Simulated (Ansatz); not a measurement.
Start from NiSi2 (space group Fm-3m, No. 225; a = 5.444 Å; non-magnetic).

All numbers come from DFT with PBE, PAW potentials and a 420 eV plane-wave cutoff in Ansatz (a quantum-chemistry and plane-wave program), no spin-orbit coupling, earlier PAW set.

For the base:

The lattice parameter a comes out as 544.4 pm.

The change: As takes the place of Ni on all its sites; the structure is relaxed again.

Problem. What does the calculation give for the lattice parameter a after the change?

Solution. The lattice parameter a rises by 73.5 pm, from 544.4 pm to 617.9 pm.

Stability against distortions was not tested. As relaxed here, Si2As is a hypothetical phase, not in the database extracts checked. Starting moments died away, wholly or in part, for the base; another magnetic solution may exist. The final runs are not spin-polarised. An odd electron count without spin: Si2As.
